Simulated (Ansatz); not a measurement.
Consider Si in the diamond structure (space group Fd-3m, No. 227; a = 5.444 Å). Axes: x, y, z lie along the cube axes.

All numbers come from r2SCAN/PAW in Ansatz (a first-principles code), spin-orbit coupling left out.

Free-standing slabs (2 atom(s) a layer) normal to [110] with 15 Å of vacuum; in-plane cell held at bulk.

One change was made to it. Results:

The band gap changes from 0.78 eV to zero; the shortest interatomic distance decreases by 0.1259 Å (2.357 Å → 2.232 Å); the excess energy per area of both faces (slab less bulk energy over the cell's area: twice a surface energy) amounts to 3.03 J/m² (uncertain by up to 0.03 J/m²).

Q: Which of these changes matches the shifts?
A) 6 layers
B) 5 layers
C) 4 layers
D) 2 layers
E) 7 layers

A: D, 2 layers. For comparison, the excess energy per area of both faces in the other runs: 4 layers gives 3.8 J/m²; 6 layers gives 3.9 J/m²; 5 layers gives 3.8 J/m²; 7 layers gives 3.9 J/m².

Slab and bulk use different k-meshes, which limits the precision of the excess energy. Stability against distortions was not tested. The zero or small gap of Si can change with the level of theory.
